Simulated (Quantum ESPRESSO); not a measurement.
Effort and miss along a sweep of ecutwfc: ZnS (P6_3mc, 20 atoms in the cell)

Cell: a = 3.7319 Å, b = 3.7319 Å, c = 30.5258 Å, α = 90.00°, β = 90.00°, γ = 120.00°.

Level of theory: PBE, GBRV 1.5 ultrasoft (PBE) pseudopotentials (plane waves; Quantum ESPRESSO 7.5).

Base settings: ecutwfc = 50 Ry; ecutrho = 250 Ry; occupations = fixed; potentials = {Zn: zn_pbe_v1.uspp.F.UPF, S: s_pbe_v1.4.uspp.F.UPF}; K_POINTS = automatic 4 4 1 0 0 0; nbnd = 136; conv_thr = 1e-10 Ry; mixing_beta = 0.4.

Misses are taken against the tightest run, 100 Ry (ecutrho: 250 Ry → 500 Ry), which need not be fully converged itself. The energy is the free energy per atom.

The count of work is k-points × plane waves × bands × iterations; it is no time, and leaves out set-up, grids and terms that scale otherwise. Core times come from one kind of shared machine and are given to one figure; runs under 30 s give none.

The starting cell comes from a database of computed structures (which also holds hypothetical and non-ambient phases and stackings), without a prior relaxation at this level. Its lattice was rescaled by a random factor within 2.5 % of one. In the base run, with a pressure of about 8 GPa the cell is away from its equilibrium volume at this level.

The runs (ecutwfc): 20 Ry (ecutrho: 250 Ry → 100 Ry) | 25 Ry (ecutrho: 250 Ry → 125 Ry) | 30 Ry (ecutrho: 250 Ry → 150 Ry) | 35 Ry (ecutrho: 250 Ry → 175 Ry) | 40 Ry (ecutrho: 250 Ry → 200 Ry) | 45 Ry (ecutrho: 250 Ry → 225 Ry) | 50 Ry | 57 Ry (ecutrho: 250 Ry → 285 Ry) | 65 Ry (ecutrho: 250 Ry → 325 Ry) | 75 Ry (ecutrho: 250 Ry → 375 Ry) | 88 Ry (ecutrho: 250 Ry → 440 Ry) | 100 Ry (ecutrho: 250 Ry → 500 Ry).

### Question
Which is the coarsest setting among those run that, with all tighter ones, holds the energy within 5 meV/atom of the reference, and what does it save?

### Answer
75 Ry (ecutrho: 250 Ry → 375 Ry), off by 3.9 meV/atom; its saving against the reference is no more than about a factor of 2 in the count of work.

### Question
Which is the coarsest setting among those run that, with all tighter ones, holds the energy within 2 meV/atom of the reference, and what does it save?

### Answer
88 Ry (ecutrho: 250 Ry → 440 Ry), off by 0.60 meV/atom; its saving against the reference is no more than about a factor of 2 in the count of work.

### Question
What does the step from 30 Ry (ecutrho: 250 Ry → 150 Ry) to 75 Ry (ecutrho: 250 Ry → 375 Ry) buy?

### Answer
It takes the miss in the energy from 400 to 3.9 meV/atom, for 3.7 times the count of work and roughly 4 times the time.

| ecutwfc | energy less reference (meV/atom) | pressure less reference (GPa) | gap on the mesh less reference (eV) | count of work / reference | core time / reference (rough) |
|---|---|---|---|---|---|
| 20 Ry (ecutrho: 250 Ry → 100 Ry) | 15398.19 | -596.17 | 0.372 | 0.090 | 0.08 |
| 25 Ry (ecutrho: 250 Ry → 125 Ry) | 2769.99 | -142.88 | 0.136 | 0.11 | 0.09 |
| 30 Ry (ecutrho: 250 Ry → 150 Ry) | 396.17 | -28.90 | 0.028 | 0.15 | 0.1 |
| 35 Ry (ecutrho: 250 Ry → 175 Ry) | 46.76 | -3.28 | 0.002 | 0.21 | 0.2 |
| 40 Ry (ecutrho: 250 Ry → 200 Ry) | 23.92 | 0.05 | -0.002 | 0.25 | 0.2 |
| 45 Ry (ecutrho: 250 Ry → 225 Ry) | 20.88 | -0.29 | -0.001 | 0.30 | 0.3 |
| 50 Ry | 13.69 | -0.29 | -0.001 | 0.33 | 0.3 |
| 57 Ry (ecutrho: 250 Ry → 285 Ry) | 9.75 | 0.03 | 0.000 | 0.38 | 0.4 |
| 65 Ry (ecutrho: 250 Ry → 325 Ry) | 8.85 | -0.06 | 0.000 | 0.52 | 0.5 |
| 75 Ry (ecutrho: 250 Ry → 375 Ry) | 3.93 | -0.16 | 0.000 | 0.56 | 0.6 |
| 88 Ry (ecutrho: 250 Ry → 440 Ry) | 0.60 | 0.03 | 0.000 | 0.83 | 0.8 |
| 100 Ry (ecutrho: 250 Ry → 500 Ry) | 0.00 | 0.00 | 0.000 | 1.0 | 1 |
